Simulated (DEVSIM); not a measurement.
System: abrupt GaAs n-p junction, at 400 K.

Layer 1 from the left is GaAs, thickness (μm) 52.0, Nd (cm⁻³) 1e15, τn (s) 4.1e-8, τp (s) 4.1e-8. Layer 2 from the left is GaAs, thickness (μm) 7.70, Na (cm⁻³) 1.5e17, τn (s) 4.1e-8, τp (s) 4.1e-8.

Left contact: ohmic. Right contact: ohmic. Voltage is applied to the left contact. Recombination: SRH at mid-gap, radiative. Mobility is μmin + (μ − μmin)/(1 + (N/Nref)^α).

This is a model device: material constants are rounded textbook-type values typed into the input, and sizes, dopings and lifetimes were drawn at random. Values at 300 K; Nc and Nv go as T^1.5, mobilities as T to minus their exponent, the gap by Varshni's rule with the affinity fixed.

GaAs: gap (eV) 1.424, affinity (eV) 4.07, permittivity 12.9, Nc (cm⁻³) 4.7e17, Nv (cm⁻³) 9e18, μn (cm²/Vs) 8500, μp (cm²/Vs) 400, μn,min 500, μp,min 20, Nref,n 6e16, Nref,p 1.5e17, αn 0.39, αp 0.38, T exponent of μn 2.1, T exponent of μp 2.2, B (cm³/s) 2e-10, Varshni α (eV/K) 0.000541, Varshni β (K) 204.

Task: Estimate by hand the built-in potential, the peak field at zero bias, the capacitance at 0.6 V, and compare with a numerical solution.

Result: 
- Built-in potential: ni = √(Nc Nv) exp(−Eg/2kT) = 6.67e9 cm⁻³ with Eg = 1.377 eV; Vbi = kT/q ln(Na Nd/ni²) = 0.994 V; numerical 0.994 V.
- Peak field at zero bias: depletion approximation: W = √(2εVbi/(qN)) = 1.19 μm with N = 9.93e14 cm⁻³; field = 2Vbi/W = 16600 V/cm; numerical 26600 V/cm (estimate below by 37 %).
- Capacitance at 0.6 V: C = √(qεN / 2(Vbi + |V|)) = 7.55 nF/cm²; numerical 7.82 nF/cm² (estimate below by 3.5 %).

Simulated with DEVSIM: 1D drift-diffusion, Boltzmann statistics, complete ionisation; no tunnelling, impact ionisation, image-force lowering or self-heating.
